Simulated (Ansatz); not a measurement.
CsCaH3 (Pm-3m, No. 221, 5 atoms in the cell; start mp-644203), treated with r²SCAN+SOC (Ansatz, a quantum-chemistry and plane-wave program, PAW).

Settings: plane-wave cutoff 560 eV, 8×8×8 k mesh, Fermi–Dirac smearing 0.01 eV, PAW data made under PBE.

Cell (relaxed with PBEsol):

```
CELL_PARAMETERS angstrom
      4.53985     0.00000     0.00000
      0.00000     4.53985     0.00000
      0.00000     0.00000     4.53985
ATOMIC_POSITIONS crystal
  Cs 0.00000 0.00000 0.00000
  Ca 0.50000 0.50000 0.50000
  H  0.50000 0.00000 0.50000
  H  0.00000 0.50000 0.50000
  H  0.50000 0.50000 0.00000
```

Task: Estimate the band gap and Γ–Γ gap that the calculation returns.

Result: 
* **band gap**: 3.55 eV (direct)
* **Γ–Γ gap**: 7.10 eV

Note: cell and atoms aren't relaxed at this level (pressure 1.1 GPa).

It cost around 100 core-seconds (rough) of CPU time.

A start named mp-… is a Materials Project structure, which need not be a measured phase.
